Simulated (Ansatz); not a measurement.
CsCl-type RuAl, treated with RPBE in Ansatz (PAW).

Numerical settings: plane-wave cutoff 520 eV, 22×22×22 k mesh, Fermi–Dirac smearing 0.055 eV (set by the program), no spin polarisation, scalar-relativistic PAW data made under PBE.

Computed at the level's own relaxed cell.

Hill averages of the elastic tensor: K = 193.9 GPa, G = 103.2 GPa. Volume 13.788 Å³/atom, mean atomic mass 64.026 u.

Work out the density, the sound velocities of a polycrystal and the elastic Debye temperature, and Pugh's ratio at this level.

ρ = 1.66054 × 64.026/13.788 = 7.711 g/cm³. v_l = √[(K + 4G/3)/ρ] = 6.557 km/s and v_t = √(G/ρ) = 3.658 km/s. The mean follows from 3/v_m³ = 1/v_l³ + 2/v_t³: v_m = 4.073 km/s. Θ_D = (ħ/k_B) v_m (6π²/V)^(1/3) = 76.38 K Å s/km × 4.073 × 1.6255 Å⁻¹ = 506 K, counting all atoms of the cell. K/G = 1.88, to be set beside Pugh's rough bound of 1.75 between brittle and ductile metals.

Ansatz is a program for electronic structure.
